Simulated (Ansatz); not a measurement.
# What biaxial strain +0.76 %, plane normal [111], relaxed out of plane does to hypothetical CsCl type NbAs

Start from NbAs in the CsCl type structure (space group Pm-3m, No. 221; a = 3.218 Å; a hypothetical phase, not in the database extracts checked; relaxed with 0.1 eV smearing). Axes: x, y, z lie along the cube axes.

Now apply this change: biaxial strain +0.76 %, plane normal [111], relaxed out of plane (Cartesian); in-plane vectors clamped, the third vector and the atoms free.

Method: DFT with PBE, PAW potentials and a 420 eV plane-wave cutoff in Ansatz (a quantum-chemistry and plane-wave program), without spin-orbit coupling. Settings: 18×18×18 k-points, 0.1 eV Fermi–Dirac smearing.

```tsv
quantity	base	changed	shift
volume per atom	16.66 Å³	16.84 Å³	+0.18 Å³
space group	Pm-3m (No. 221)	R-3m (No. 166)	–
shortest interatomic distance	278.7 pm	277.4 pm	-1.3 pm
energy relative to the base (free energy F)	0 meV/atom	+2.0 meV/atom	+2.0 meV/atom
pressure (mean of the normal stresses, compression positive)	0.0 GPa	-1.7 GPa	-1.7 GPa
band gap	zero	zero	–
out-of-plane strain	–	-0.45 %	–
mean in-plane stress (compression positive)	–	-2.5 GPa	–
```

Final structure (turned so that z lies along the plane normal):

```
NbAs
1.0
    4.58530     0.00000     0.00000
    2.29265     3.97099     0.00000
    2.29265    -1.32366     1.84942
Nb As
1 1
Cartesian
  0.00000   0.00000   0.00000
  2.29265   1.32366   0.92471
```

Whether these cells are dynamically stable was not tested. The final runs are not spin-polarised.
